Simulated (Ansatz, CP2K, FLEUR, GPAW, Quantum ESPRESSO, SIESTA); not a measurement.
## One structure in several programs: Zn2GaCuSe4 (P1, 8 atoms in the cell)

Self-consistent single point, at a second geometry (atoms moved at random). First geometry:

```yaml
crystal:
  lattice:
    - [-2.85330, 2.85330, 5.68208]
    - [2.85330, -2.85330, 5.68208]
    - [2.85330, 2.85330, -5.68208]
  atoms:
    - { symbol: Zn, position: [0.75000, 0.25000, 0.50000] }
    - { symbol: Zn, position: [0.25000, 0.75000, 0.50000] }
    - { symbol: Ga, position: [0.50000, 0.50000, 0.00000] }
    - { symbol: Cu, position: [0.00000, 0.00000, 0.00000] }
    - { symbol: Se, position: [0.12590, 0.12590, 0.49750] }
    - { symbol: Se, position: [0.87410, 0.37160, 0.00000] }
    - { symbol: Se, position: [0.62840, 0.62840, 0.50250] }
    - { symbol: Se, position: [0.37160, 0.87410, 0.00000] }
```

Second geometry:
```yaml
crystal:
  lattice:
    - [-2.85330, 2.85330, 5.68208]
    - [2.85330, -2.85330, 5.68208]
    - [2.85330, 2.85330, -5.68208]
  atoms:
    - { symbol: Zn, position: [0.76457, 0.25371, 0.51026] }
    - { symbol: Zn, position: [0.24621, 0.74858, 0.50069] }
    - { symbol: Ga, position: [0.49627, 0.50392, 0.99391] }
    - { symbol: Cu, position: [0.98656, 0.98939, 0.97855] }
    - { symbol: Se, position: [0.12867, 0.12086, 0.49698] }
    - { symbol: Se, position: [0.87780, 0.37840, 0.00598] }
    - { symbol: Se, position: [0.63080, 0.63722, 0.50943] }
    - { symbol: Se, position: [0.36912, 0.86794, 0.00420] }
```

Shared settings, as Ansatz (an electronic-structure program) writes them: kpoints.mp_grid.grid = 3 3 3; scf.occupations.method = fermi_dirac; scf.occupations.width = 0.02 eV. Potentials and cutoffs stand in the table.

| code | model | ΔF from the first geometry (meV/atom) | pressure (GPa) | largest force (eV/Å) | gap on the mesh (eV) | cutoff |
|---|---|---|---|---|---|---|
| FLEUR | LDA (Vosko-Wilk-Nusair), all-electron FLAPW (FLEUR), scalar-relativistic valence | 11.7 | – | 0.901 | 0.234 | Kmax 3.8 1/bohr |
| Ansatz | LDA (PW92), PAW files made with PBE | 11.2 | -5.13 | 0.865 | 0.245 | 420 eV |
| SIESTA | LDA PW92, numerical atomic orbitals DZP, PseudoDojo LDA standard norm-conserving potentials (rewritten from UPF to PSML) | 14.4 | -3.77 | 1.084 | 0.414 | grid 350 Ry |
| GPAW | LDA (Perdew-Wang 92), GPAW PAW datasets LDA (gpaw-data 1.0.1) | 12.2 | -5.00 | 0.989 | 0.268 | 800 eV |
| Quantum ESPRESSO | LDA (PZ), PSlibrary PAW (LDA) pseudopotentials | 11.6 | -4.98 | 0.885 | 0.241 | 70 Ry |
| CP2K | LDA (Pade form), GPW, DZVP-MOLOPT-SR-GTH basis, GTH-PADE potentials (GTH_POTENTIALS) | 12.3 | -4.37 | 0.916 | 0.226 | grid 600 Ry |

Size of the force on each atom (eV/Å): Sizes of forces hide their directions.

```csv
code,Zn1,Zn2,Ga3,Cu4,Se5,Se6,Se7,Se8
FLEUR,0.301,0.279,0.697,0.420,0.256,0.356,0.589,0.901
Ansatz,0.288,0.268,0.671,0.391,0.260,0.359,0.553,0.865
SIESTA,0.422,0.356,0.802,0.600,0.382,0.452,0.656,1.084
GPAW,0.284,0.265,0.743,0.409,0.214,0.323,0.594,0.989
Quantum ESPRESSO,0.294,0.274,0.681,0.415,0.259,0.357,0.582,0.885
CP2K,0.317,0.292,0.711,0.460,0.263,0.360,0.643,0.916
```

A dash marks a value that a program does not give, or that is left out as unsure.

Gaps are read on the mesh.

On Ansatz's run: spin polarisation is off.

The spread over the programs that give each value: ΔF from the first geometry within 3.2 meV/atom; pressure within 1.36 GPa; largest force within 0.219 eV/Å; gap on the mesh within 0.188 eV.

SIESTA and CP2K use small atom-centred bases, whose incompleteness enters pressures, forces and empty levels differently from a plane-wave cutoff. FLEUR treats all electrons, but the usual bases taken here (sphere radii, linearisation, local orbitals, empty states) were not tested for convergence, so the values are no reference for the others. Ansatz's pressure is given at a fixed set of plane waves, as the other plane-wave codes print theirs; with its correction for the finite basis it is -5.09 GPa. The same LDA comes in different parametrisations, which differ slightly. In the pressure, SIESTA (by 1.23) lies more than 1 GPa from the median of the plane-wave programs. In the gap, SIESTA (by 0.168) lies more than 0.12 eV from the median of the plane-wave programs. In the force vectors, SIESTA (by 0.214) and GPAW (by 0.105) lie more than 0.08 eV/Å from the median of the plane-wave programs.

The starting cell comes from a database of computed structures (which also holds hypothetical and non-ambient phases and stackings), without a prior relaxation at this level. For this run, on top of that: atoms moved at random.

Keys are those of Ansatz 0.2.
